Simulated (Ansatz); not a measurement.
TiAl3 (I4/mmm, No. 139), treated with PBEsol (PAW; Ansatz, a program for electronic structure).

Numerical settings: plane-wave cutoff 520 eV, 20×20×20 k mesh, Fermi–Dirac smearing 0.05 eV, no spin polarisation, scalar-relativistic PAW data made under PBE.

Energies at three volumes about the minimum:

```json
[
 {"V (Å³/atom)": "15.256", "E − E_lowest (meV/atom)": "2.24"},
 {"V (Å³/atom)": "15.567", "E − E_lowest (meV/atom)": "0.00"},
 {"V (Å³/atom)": "15.878", "E − E_lowest (meV/atom)": "2.10"}
]
```

Fit a parabola by hand: where is the minimum, and what is the bulk modulus?

Slopes: (0.00 − 2.24)/(15.567 − 15.256) = -7.203 and (2.10 − 0.00)/(15.878 − 15.567) = 6.752 meV/Å³. Curvature E″ = 2 × (6.752 − (-7.203))/(15.878 − 15.256) = 44.871 meV/Å⁶. From the middle of the first interval, the slope vanishes at V0 = 15.4115 − (-7.203)/44.871 = 15.572 Å³/atom. B = V0 E″ = 15.572 × 44.871 meV/Å³ × 0.1602 GPa per meV/Å³ = 112 GPa. The full Birch–Murnaghan fit to all volumes gives V0 = 15.567 Å³/atom and B0 = 111 GPa.

Shape and atoms are relaxed at each volume.

Measured, for comparison: equilibrium volume per atom 15.93 Å³/atom (temperature not stated, no zero-point or thermal correction; as tabulated in P. Norby and A. Norlund Christensen, Acta Chemica Scandinavica A40, 157 (1986)). Computed less measured: equilibrium volume per atom -2.3 %.
